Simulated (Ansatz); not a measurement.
# How a calculation on TiV2Te4 (C2/m, 7 atoms in the cell) responds to its settings

```
Ti(VTe2)2
1.0
    6.94719    -2.00739     0.00000
    6.94719     2.00739     0.00000
   -3.53255     0.00000     6.07776
Ti V Te
1 2 4
Direct
  0.00000   0.00000   0.00000
  0.75600   0.75600   0.78539
  0.24400   0.24400   0.21461
  0.88418   0.88418   0.22876
  0.11582   0.11582   0.77124
  0.63386   0.63386   0.30573
  0.36614   0.36614   0.69427
```
Moments meant for the start (each program seeds them in its own way; μB, in the order of the atoms Ti V V Te Te Te Te): 0.0 2.0 2.0 0.0 0.0 0.0 0.0.

Base run A: LDA (PW92), PAW files made with PBE run with Ansatz (a first-principles code), self-consistent single point.

Its settings: basis.ecutwfc = 420 eV; kpoints.mp_grid.grid = 6 6 4; hamiltonian.xc = lda; hamiltonian.pseudopotentials = {kind: paw} (the program's default PAW files); magnetization.spin_polarized = true; scf.occupations.method = fermi_dirac; scf.occupations.width = 0.05 eV.

The starting cell comes from a database of computed structures (which also holds hypothetical and non-ambient phases and stackings), without a prior relaxation at this level. The magnetic order is the one reached from the typed start; others were not searched systematically. The program warned that, by what it read of turns of the moments, another magnetic order lies lower. In the base run, with a pressure of about -6 GPa the cell is away from its equilibrium volume at this level. Ansatz's pressure includes its estimate of the finite-basis (Pulay) stress.

ΔF is the free energy per atom less that of run A. 

The first pressure column holds Ansatz's estimate of the finite-basis (Pulay) stress, which hides part of the cutoff error; the other is without it.

In some runs the Pulay estimate is large (up to 38 GPa), a sign of a cutoff far from converged.

| run | change | ΔF (meV/atom) | pressure (GPa) | largest force (eV/Å) | size of the net moment (μB/atom) | pressure at a fixed set of plane waves (GPa) |
|---|---|---|---|---|---|---|
| A | base | 0.00 | -6.29 | 0.382 | 0.55 | -6.35 |
| B | lattice scaled by 0.97 | -45.3 | -0.14 | 0.270 | 0.46 | -0.21 |
| C | lattice scaled by 0.97; basis.ecutwfc: 420 eV → 250 eV | 696.0 | -0.25 | 0.412 | 0.43 | -38.68 |
| D | lattice scaled by 0.985 | -33.2 | -3.50 | 0.109 | 0.52 | -3.56 |
| E | lattice scaled by 0.985; basis.ecutwfc: 420 eV → 250 eV | 709.7 | -3.23 | 0.410 | 0.50 | -40.27 |
| F | lattice scaled by 1.015 | 51.5 | -8.51 | 0.627 | 0.57 | -8.56 |
| G | lattice scaled by 1.015; basis.ecutwfc: 420 eV → 250 eV | 785.9 | -8.12 | 0.520 | 0.56 | -41.77 |
| H | lattice scaled by 1.03 | 118.3 | -10.21 | 0.834 | 0.59 | -10.25 |
| I | lattice scaled by 1.03; basis.ecutwfc: 420 eV → 250 eV | 851.3 | -9.97 | 0.736 | 0.59 | -41.98 |
| J | basis.ecutwfc: 420 eV → 250 eV | 742.8 | -5.81 | 0.427 | 0.54 | -41.38 |

Run I against A: The free energy rises by 851 meV/atom, the pressure goes from -6.29 to -9.97 GPa, the largest force goes from 0.382 to 0.736 eV/Å and the size of the net moment goes from 0.55 to 0.59 μB/atom.

Run G against A: The free energy rises by 786 meV/atom, the pressure goes from -6.29 to -8.12 GPa, the largest force goes from 0.382 to 0.520 eV/Å and the size of the net moment moves little (0.55 to 0.56 μB/atom).

Keys are those of Ansatz 0.2.
